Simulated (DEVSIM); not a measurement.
Device: isotype n-n heterojunction In0.52Al0.48As/In0.53Ga0.47As, at 300 K.

```csv
layer (left to right),material,thickness (μm),Nd (cm⁻³),τn (s),τp (s)
1,In0.52Al0.48As,0.260,4e16,8.6e-9,8.6e-9
2,In0.53Ga0.47As,0.0900,7e16,8.6e-9,8.6e-9
```

Left contact: ohmic. Right contact: ohmic. Voltage is applied to the left contact. Recombination: SRH at mid-gap, radiative. Mobility is μmin + (μ − μmin)/(1 + (N/Nref)^α).

Constants are typed, rounded textbook-type inputs, not results; the design itself was drawn at random and stands for no fabricated device. Values at 300 K.

```tsv
parameter	In0.52Al0.48As	In0.53Ga0.47As
gap (eV)	1.45	0.74
affinity (eV)	4	4.51
permittivity	12.5	13.9
Nc (cm⁻³)	5.1e17	2.1e17
Nv (cm⁻³)	1.1e19	7.7e18
μn (cm²/Vs)	4000	12000
μp (cm²/Vs)	75	300
μn,min	800	300
μp,min	10	10
Nref,n	3e16	1.3e17
Nref,p	1e17	4.9e17
αn	1.1	0.48
αp	0.6	0.4
B (cm³/s)	1e-10	9.6e-11
```

Simulated with DEVSIM: 1D drift-diffusion, Boltzmann statistics, complete ionisation; no tunnelling, impact ionisation, image-force lowering or self-heating. Band offsets follow the typed affinities; no thermionic-emission limit at abrupt steps, no polarisation charge.

Task: Give the dark forward current.

Result: 
| V (V) | J (A/cm²) |
|---|---|
| 0.05 | 0.11 |
| 0.15 | 0.17 |
| 0.25 | 0.22 |
| 0.35 | 0.27 |
| 0.45 | 0.32 |
| 0.55 | 0.37 |
| 0.65 | 0.43 |
| 0.75 | 0.49 |
| 0.85 | 0.55 |
| 0.95 | 0.61 |
| 1.10 | 0.71 |
| 1.20 | 0.78 |
| 1.30 | 0.86 |
| 1.40 | 0.93 |
| 1.50 | 1.0 |
| 1.60 | 1.1 |
| 1.70 | 1.2 |
| 1.80 | 1.3 |
| 1.90 | 1.4 |
| 2.00 | 1.5 |
